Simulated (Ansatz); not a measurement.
Consider Au-vacancy pair (Au on one host Cu site, one Cu site vacant) in fcc Cu, neutral cell. These are PBE, PAW (plane waves to 420 eV; Ansatz, an electronic-structure program) values and carry that method's errors.

Settings: 32 host sites, the relaxed PBE lattice, a 2×2×2 k-point mesh shifted by half a step, smearing 0.10 eV, spin-restricted, no image-charge correction. Energies are static. Spin-orbit coupling is left out. Forms of the defect that were not tried may lie lower.

Barriers: single points on a 4×4×4 k-point mesh shifted by half a step at the bands' geometries (they differ from the bands' own by up to 0.22 eV, and are uncertain by about as much).

The step: direct exchange of Au with the vacancy (Au-vacancy distance between ideal sites 2.57 Å throughout); the atom moves 2.30 Å along (0.00, 0.45, 0.45) of the unit cell; the moving atom starts with neighbours 4 Cu at 2.59, 2 Cu at 2.63, 4 Cu at 2.67, Cu at 2.72 Å and ends with 4 Cu at 2.59, 2 Cu at 2.63, 4 Cu at 2.67, Cu at 2.72 Å.

**Question.** Give the migration barrier of this step at the level PBE, PAW.

**Answer.** 73 kJ/mol, the same both ways. At the saddle the moving atom has neighbours 4 Cu at 2.48, 4 Cu at 2.81 Å. The saddle point's order was not checked, and it lies on a symmetry element of the cell, where a band can be held.
